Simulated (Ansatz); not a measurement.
Consider K2Se in the anti-fluorite structure (space group Fm-3m, No. 225; a = 7.610 Å). Axes: x, y, z lie along the cube axes.

All numbers come from PBEsol (Ansatz, a quantum-chemistry and plane-wave program, PAW, without spin-orbit coupling).

Before the change:

* **Smallest direct gap**: 2.27 eV

One thing is altered: tensile biaxial strain of 1.50 % in the plane normal to [001], as in epitaxy on a mismatched substrate; the out-of-plane cell vector and the atoms relax.

**Question.** Predict the new smallest direct gap and energy relative to the base.

**Answer.** The smallest direct gap shrinks by 0.08 eV (2.27 eV → 2.19 eV); the energy goes up by 1.7 meV/atom.

Whether these cells are dynamically stable was not tested.
